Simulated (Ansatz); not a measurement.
# Ansatz run on ZrGeIr (Pnma, 12 atoms in the cell): self-consistent single point

Method: LDA (PW92), default PAW files made with PBE (plane waves; Ansatz, a first-principles code).

This input was run:

Ansatz 0.2 input:
```yaml
# ZrGeIr
crystal:
  lattice:
    - [6.70444800, 0.00000000, 0.00000000]
    - [0.00000000, 4.10373100, 0.00000000]
    - [0.00000000, 0.00000000, 7.65339500]
  atoms:
    - { symbol: Zr, position: [0.01942000, 0.25000000, 0.18717000] }
    - { symbol: Zr, position: [0.98058000, 0.75000000, 0.81283000] }
    - { symbol: Zr, position: [0.48058000, 0.75000000, 0.68717000] }
    - { symbol: Zr, position: [0.51942000, 0.25000000, 0.31283000] }
    - { symbol: Ge, position: [0.77089000, 0.25000000, 0.61712000] }
    - { symbol: Ge, position: [0.22911000, 0.75000000, 0.38288000] }
    - { symbol: Ge, position: [0.72911000, 0.75000000, 0.11712000] }
    - { symbol: Ge, position: [0.27089000, 0.25000000, 0.88288000] }
    - { symbol: Ir, position: [0.15114000, 0.25000000, 0.56580000] }
    - { symbol: Ir, position: [0.84886000, 0.75000000, 0.43420000] }
    - { symbol: Ir, position: [0.34886000, 0.75000000, 0.06580000] }
    - { symbol: Ir, position: [0.65114000, 0.25000000, 0.93420000] }
basis:
  ecutwfc: 420.0
kpoints:
  mp_grid: { grid: [4, 6, 3] }
hamiltonian:
  xc: lda
  pseudopotentials: { kind: paw }
scf:
  occupations: { method: cold, width: 0.1 }
output:
  forces: true
  eigenvalues: true
  stress: true
```

Log, with long lists cut:

```
WARN ansatz: RAYON_NUM_THREADS=1 ignored (pool sized by the plan → 1); use --threads N
Pseudopotentials: kind: paw
Pseudopotential: Zr, paw, valence charge 12
Pseudopotential: Ge, paw, valence charge 14
Pseudopotential: Ir, paw, valence charge 17
Crystal: 12 atoms, lattice volume = 210.570 Å³
Basis set: ecut = 420 eV, 4115 PW (Γ)
Bands: 104, of which v1, the nominal top of the filled ones, is band 86 counted from 1 (85 counted from 0)
Symmetry: 8 space group operations
Space group: Pnma (ITA 62), of the structure as read, at distance tolerance 5.9e-5 Å
k-points: 24 of 72
PAW frozen core: Zr, regenerated for the run's functional, and the local potential with it
PAW frozen core: Ge, regenerated for the run's functional, and the local potential with it
PAW frozen core: Ir, regenerated for the run's functional, and the local potential with it
Initial density: superposition of atomic densities (neutral atoms: chi_scale 0, normalization atom), corrected by the library's trained network
Initial wavefunctions: pseudopotential atomic-orbital guess
Eigensolver: davidson
Functional: x = slater, c = lda
SCF iter   1: F=—  HF=-79836.948458 eV  |F-HF|=—  |Δ(HF+E_count)|=         —  Δρ=6.25e-3  dr2=4.53e-2  ethr=1.77e-3  ⟨swp⟩=5.3  Hψ=7747  notcnv=0  defer=3
all-band conjugate gradients solve this SCF's bands
preconditioner: auto → Kerker (q_TF=auto, 2.638 Å⁻¹)
SCF iter   2: F=—  HF=-79836.943478 eV  |F-HF|=—  |Δ(HF+E_count)|=   4.98e-3  S|Δr|=    0.00e0  Δρ=3.60e-3  dr2=2.06e-2  ethr=2.63e-5  ⟨swp⟩=2.0  Hψ=3861  notcnv=0  defer=7
SCF iter   3: F=—  HF=-79836.939387 eV  |F-HF|=—  |Δ(HF+E_count)|=   4.09e-3  S|Δr|=    0.00e0  Δρ=8.25e-4  dr2=1.45e-3  ethr=1.20e-5  ⟨swp⟩=2.0  Hψ=3511  notcnv=0  defer=7
SCF iter   4: F=—  HF=-79836.938244 eV  |F-HF|=—  |Δ(HF+E_count)|=   1.14e-3  S|Δr|=    0.00e0  Δρ=3.72e-4  dr2=2.63e-4  ethr=8.45e-7  ⟨swp⟩=2.0  Hψ=3564  notcnv=0  defer=7
SCF iter   5: F=—  HF=-79836.938171 eV  |F-HF|=—  |Δ(HF+E_count)|=   7.23e-5  S|Δr|=    0.00e0  Δρ=7.77e-5  dr2=2.24e-5  ethr=1.53e-7  ⟨swp⟩=2.0  Hψ=3518  notcnv=0  defer=7
SCF iter   6: F=—  HF=-79836.938464 eV  |F-HF|=—  |Δ(HF+E_count)|=   2.92e-4  S|Δr|=    0.00e0  Δρ=2.50e-5  dr2=2.68e-6  ethr=1.30e-8  ⟨swp⟩=2.0  Hψ=2982  notcnv=0  defer=7
SCF iter   7: F=—  HF=-79836.938463 eV  |F-HF|=—  |Δ(HF+E_count)|=   7.16e-7  S|Δr|=    0.00e0  Δρ=6.23e-6  dr2=1.90e-7  ethr=1.56e-9  ⟨swp⟩=2.0  Hψ=3005  notcnv=0  defer=7
SCF iter   8: F=-79836.938463 eV  HF=-79836.938463 eV  |F-HF|=3.48e-9  |Δ(HF+E_count)|=   3.83e-8  S|Δr|=    0.00e0  Δρ=1.10e-6  dr2=4.90e-9  ethr=5.81e-11  ⟨swp⟩=8.4  Hψ=9088  notcnv=0
SCF 1 converged in 8 iterations: F = -79836.938463 eV  dr2 = 4.90e-9
SCF converged after 8 iterations
Stability not checked (fill_not_monotonic)
Free energy (F): -79836.938463 eV
Harris-Foulkes:  -79836.938463 eV  (|F-HF|=3.48e-9)
Internal energy: -79836.944413 eV  (E = F + TS)
E sigma→0 (E₀):  -79836.940446 eV
Entropy (-TS):   0.005950 eV (0.496 meV/atom)
Fermi energy:    16.717473 eV
--- Per-component energies (eV) ---
  E_band       = -1308.698241
  E_kinetic    = 4273.473336
  E_local      = -16842.988271  (includes V_loc(G=0)·N_el)
  E_nonlocal   = 2343.557518
  E_hartree    = 6854.561226
  E_xc         = -2011.353593
  E_vxc        = -2226.644973  (∫ρ·V_xc dr)
  E_paw        = -54980.322045  (= ΣΔE_a)
  E_vpaw       = -2565.217764  (= ΣTr[D̂ρ^β])
  E_aug_tail   = 0.001485  (compensation charges beyond the density's cutoff)
  E_ewald      = -19484.635386
  E_core_change = 10.761317  (= ΣΔE_core)
  E_smearing   = 0.005950  (= −TS)
  E_closure    = -0.000000  (closes the sum)
  Σ components = -79836.938463   (vs F -79836.938463, Δ=0.00e0)
--- Forces (eV/Å), atoms counted from 1 ---
  atom   1  Zr     0.03263697    -0.00000000     0.16983025
  atom   2  Zr    -0.03263697     0.00000000    -0.16983025
  atom   3  Zr    -0.03263697     0.00000000     0.16983025
  atom   4  Zr     0.03263697     0.00000000    -0.16983025
  atom   5  Ge     0.15236650     0.00000000    -0.06325777
  atom   6  Ge    -0.15236650    -0.00000000     0.06325777
  atom   7  Ge    -0.15236650     0.00000000    -0.06325777
  atom   8  Ge     0.15236650     0.00000000     0.06325777
  atom   9  Ir    -0.10936161     0.00000000    -0.09911926
  atom  10  Ir     0.10936161     0.00000000     0.09911926
  atom  11  Ir     0.10936161    -0.00000000    -0.09911926
  atom  12  Ir    -0.10936161    -0.00000000     0.09911926
  max |Σ_I F_I| component: 5.55e-17 eV/Å
--- Stress (GPa, compression-positive) ---
      -14.661061       0.000000       0.000000
        0.000000     -15.050239       0.000000
        0.000000       0.000000     -15.247049
  P = ⅓ Tr σ = -14.9861 GPa (-149.861 kbar)
  The stress holds the Pulay correction. Without it, at fixed plane waves, as pw.x and ABINIT print it: P = -15.0220 GPa
--- Band table (eV; the first three rows and the last of 24) ---
  k-point 0: bands = ["-75.3394", "-75.3394", "-75.3354", "-75.3354", "-32.3649", "-32.3507", "-32.3422", "-32.3269", "-32.1898", "-32.1828", "-32.1791", "-32.1706", "-32.1636", "-32.1502", "-32.1500", "-32.1494", "-32.1052", "-32.1017", "-32.1016", [...]
  k-point 1: bands = ["-75.3394", "-75.3394", "-75.3354", "-75.3354", "-32.3680", "-32.3578", "-32.3356", "-32.3220", "-32.1904", "-32.1817", "-32.1785", "-32.1752", "-32.1586", "-32.1515", "-32.1502", "-32.1501", "-32.1033", "-32.1017", "-32.1016", [...]
  k-point 2: bands = ["-75.3392", "-75.3391", "-75.3357", "-75.3357", "-32.3645", "-32.3454", "-32.3440", "-32.3239", "-32.1904", "-32.1865", "-32.1815", "-32.1799", "-32.1648", "-32.1528", "-32.1521", "-32.1395", "-32.1031", "-32.1010", "-32.0995", [...]
  k-point 23: bands = ["-75.3374", "-75.3374", "-75.3374", "-75.3374", "-32.3406", "-32.3406", "-32.3406", "-32.3406", "-32.1922", "-32.1922", "-32.1922", "-32.1922", "-32.1521", "-32.1521", "-32.1521", "-32.1521", "-32.0971", "-32.0971", [...]
```

The run converged in 8 iterations.

The starting cell comes from a database of computed structures (which also holds hypothetical and non-ambient phases and stackings), without a prior relaxation at this level. Its lattice was rescaled by a random factor within 2.5 % of one. Spin-orbit coupling is off. Spin polarisation is off. With a pressure of about -15 GPa the cell is away from its equilibrium volume at this level. Ansatz's pressure includes its estimate of the finite-basis (Pulay) stress.
